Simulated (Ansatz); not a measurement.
We consider cubic perovskite BaHfO₃, described by r²SCAN+rVV10 (Ansatz, a first-principles code, plane waves, PAW).

The input as run:

Ansatz 0.2 input:
```yaml
crystal:
  lattice:
    - [4.1649596257, 0.0, 0.0]
    - [0.0, 4.1649596257, 0.0]
    - [0.0, 0.0, 4.1649596257]
  atoms:
    - { symbol: Ba, position: [0.0, 0.0, 0.0] }
    - { symbol: Hf, position: [0.5, 0.5, 0.5] }
    - { symbol: O, position: [0.5, 0.0, 0.5] }
    - { symbol: O, position: [0.0, 0.5, 0.5] }
    - { symbol: O, position: [0.5, 0.5, 0.0] }
basis:
  ecutwfc: 560
  ecutrho_ratio: 4
  xc_grid: 3
kpoints:
  mp_grid: { grid: [8, 8, 8] }
  band_path:
    path:
      - [0.0, 0.0, 0.0]
      - [0.0, 0.071429, 0.0]
      - [0.0, 0.142857, 0.0]
      - [0.0, 0.214286, 0.0]
      - [0.0, 0.285714, 0.0]
      - [0.0, 0.357143, 0.0]
      - [0.0, 0.428571, 0.0]
      - [0.0, 0.5, 0.0]
      - [0.071429, 0.5, 0.0]
      - [0.142857, 0.5, 0.0]
      - [0.214286, 0.5, 0.0]
      - [0.285714, 0.5, 0.0]
      - [0.357143, 0.5, 0.0]
      - [0.428571, 0.5, 0.0]
      - [0.5, 0.5, 0.0]
      - [0.45, 0.45, 0.0]
      - [0.4, 0.4, 0.0]
      - [0.35, 0.35, 0.0]
      - [0.3, 0.3, 0.0]
      - [0.25, 0.25, 0.0]
      - [0.2, 0.2, 0.0]
      - [0.15, 0.15, 0.0]
      - [0.1, 0.1, 0.0]
      - [0.05, 0.05, 0.0]
      - [0.038462, 0.038462, 0.038462]
      - [0.076923, 0.076923, 0.076923]
      - [0.115385, 0.115385, 0.115385]
      - [0.153846, 0.153846, 0.153846]
      - [0.192308, 0.192308, 0.192308]
      - [0.230769, 0.230769, 0.230769]
      - [0.269231, 0.269231, 0.269231]
      - [0.307692, 0.307692, 0.307692]
      - [0.346154, 0.346154, 0.346154]
      - [0.384615, 0.384615, 0.384615]
      - [0.423077, 0.423077, 0.423077]
      - [0.461538, 0.461538, 0.461538]
      - [0.5, 0.5, 0.5]
      - [0.45, 0.5, 0.45]
      - [0.4, 0.5, 0.4]
      - [0.35, 0.5, 0.35]
      - [0.3, 0.5, 0.3]
      - [0.25, 0.5, 0.25]
      - [0.2, 0.5, 0.2]
      - [0.15, 0.5, 0.15]
      - [0.1, 0.5, 0.1]
      - [0.05, 0.5, 0.05]
      - [0.5, 0.5, 0.428571]
      - [0.5, 0.5, 0.357143]
      - [0.5, 0.5, 0.285714]
      - [0.5, 0.5, 0.214286]
      - [0.5, 0.5, 0.142857]
      - [0.5, 0.5, 0.071429]
    npoints: 1
hamiltonian:
  xc: r2scan
  dispersion: rvv10
  pseudopotentials: { kind: paw }
scf:
  occupations: { method: fermi_dirac, width: 0.01 }
  convergence: { dr2_threshold: 0.0000000005 }
output:
  forces: true
  stress: true
  eigenvalues: true
  write_bands: true
```

From the output:

```
Crystal: 5 atoms, lattice volume = 72.249 Å³
Basis set: ecut = 560 eV, 2109 PW (Γ), exchange–correlation on 108×108×108 points (27 copies of the dense FFT grid, shifted against one another)
Bands: 33, of which v1, the nominal top of the filled ones, is band 27 counted from 1 (26 counted from 0)
Symmetry: 48 space group operations
Space group: Pm-3m (ITA 221), of the structure as read, at distance tolerance 4.2e-5 Å
k-points: 35 of 512
Functional: x = r2scan, c = r2scan + rvv10(b = 11.95, C = 0.0093); τ floored in thin density (d = 2e-4 eV/Å³)
SCF iter   1: F=—  HF=-23407.947098 eV  |F-HF|=—  |Δ(HF+E_count)|=         —  Δρ=8.24e-3  dr2=4.93e-2  dr2_τ=2.26e-1
SCF iter   2: F=—  HF=-23408.061015 eV  |F-HF|=—  |Δ(HF+E_count)|=   1.14e-1  Δρ=4.49e-3  dr2=1.19e-2  dr2_τ=1.55e-3
  ...
SCF iter   8: F=—  HF=-23408.057948 eV  |F-HF|=—  |Δ(HF+E_count)|=   2.58e-9  Δρ=1.22e-6  dr2=1.45e-9  dr2_τ=8.57e-11
SCF iter   9: F=-23408.057948 eV  HF=-23408.057948 eV  |F-HF|=3.64e-11  |Δ(HF+E_count)|=  2.18e-11  Δρ=2.48e-7  dr2=5.33e-11  dr2_τ=3.50e-12
SCF 1 converged in 9 iterations: F = -23408.057948 eV  dr2 = 5.33e-11
SCF converged after 9 iterations
Free energy (F): -23408.057948 eV
Internal energy: -23408.057948 eV  (E = F + TS)
E sigma→0 (E₀):  -23408.057948 eV
Fermi energy:    13.411973 eV
--- Forces (eV/Å), atoms counted from 1 ---
  atom   1  Ba    -0.00000000     0.00000000    -0.00000000
  atom   2  Hf     0.00000000     0.00000000     0.00000000
  atom   3  O     -0.00000000    -0.00000000    -0.00000000
  atom   4  O      0.00000000    -0.00000000     0.00000000
  atom   5  O     -0.00000000    -0.00000000     0.00000000
--- Stress (GPa, compression-positive) ---
        0.000965       0.000000       0.000000
        0.000000       0.000965      -0.000000
       -0.000000      -0.000000       0.000965
  P = ⅓ Tr σ = 0.0010 GPa (0.010 kbar)
```

The PAW data were made under PBE.

It cost roughly 30 core-seconds of CPU time.
